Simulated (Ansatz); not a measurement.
## SiC (model structure, started from the CdTe type, P6₄22, No. 181, 6 atoms in the cell)

All values below come from PBEsol (plane waves, PAW; Ansatz, a first-principles code).

Run with plane-wave cutoff 520 eV, 18×18×8 k mesh (along the axes of the cell as run), Fermi–Dirac smearing 0.05 eV, scalar-relativistic PAW data made under PBE.

Cell (relaxed at this level):

```yaml
crystal:
  lattice:
    - [3.06570, 0.00000, 0.00000]
    - [-1.53285, 2.65498, 0.00000]
    - [0.00000, 0.00000, 7.03113]
  atoms:
    - { symbol: Si, position: [0.00000, 0.49998, 0.66667] }
    - { symbol: Si, position: [0.50002, 0.50002, 0.00000] }
    - { symbol: Si, position: [0.49998, 0.00000, 0.33333] }
    - { symbol: C, position: [0.00000, 0.49999, 0.16667] }
    - { symbol: C, position: [0.50001, 0.50001, 0.50000] }
    - { symbol: C, position: [0.49999, 0.00000, 0.83333] }
```

* **band gap**: 0.77 eV (on the SCF k mesh)
* **Γ–Γ gap**: 3.35 eV
* **bulk modulus**: 231 GPa

Note: the bulk modulus is −V dP/dV from two relaxed cells at ±2 % in volume; the relaxation could raise the start's symmetry but not lower it, so the cell can be a saddle point.

It cost about 6 core-minutes (a rough figure) of CPU time.

A model structure was made by putting elements into a prototype or built by hand; it is no filed structure, need not be a known phase, and can be a saddle point held by its symmetry.
